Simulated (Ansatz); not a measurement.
Data:

End structure of the (332) surface of bcc Ta in its 1x1 cell, outermost plane spacing 0.71 Å in the ideal cut:

```yaml
crystal:
  lattice:
    - [4.69382, 0.00000, 0.00000]
    - [0.00000, 5.50399, 0.00000]
    - [0.00000, 0.00000, 26.00000]
  atoms:
    - { symbol: Ta, position: [0.50000, 0.28022, 0.32187] }
    - { symbol: Ta, position: [0.00000, 0.56139, 0.34034] }
    - { symbol: Ta, position: [0.50000, 0.80401, 0.36544] }
    - { symbol: Ta, position: [0.00000, 0.09794, 0.38682] }
    - { symbol: Ta, position: [0.50000, 0.36288, 0.42118] }
    - { symbol: Ta, position: [0.00000, 0.63892, 0.44575] }
    - { symbol: Ta, position: [0.50000, 0.90816, 0.47286] }
    - { symbol: Ta, position: [0.00000, 0.18182, 0.50000] }
    - { symbol: Ta, position: [0.50000, 0.45547, 0.52714] }
    - { symbol: Ta, position: [0.00000, 0.72472, 0.55425] }
    - { symbol: Ta, position: [0.50000, 0.00076, 0.57882] }
    - { symbol: Ta, position: [0.00000, 0.26570, 0.61318] }
    - { symbol: Ta, position: [0.50000, 0.55963, 0.63456] }
    - { symbol: Ta, position: [0.00000, 0.80224, 0.65966] }
    - { symbol: Ta, position: [0.50000, 0.08341, 0.67813] }
```

Model: 15-atom slab, 9.9 Å thick at the start (thin: gaps and levels are the slab's own), 8x7x1 mesh, Fermi-Dirac 0.1 eV, dipole correction, all atoms relaxed; symmetry of the start imposed; no spin, no spin-orbit, no U.

Predict the work function of the top face from PBE (Ansatz, a quantum-chemistry and plane-wave program).

3.92 eV

What is the computed surface energy (mean of both faces) (PBE)?

2.68 J/m²
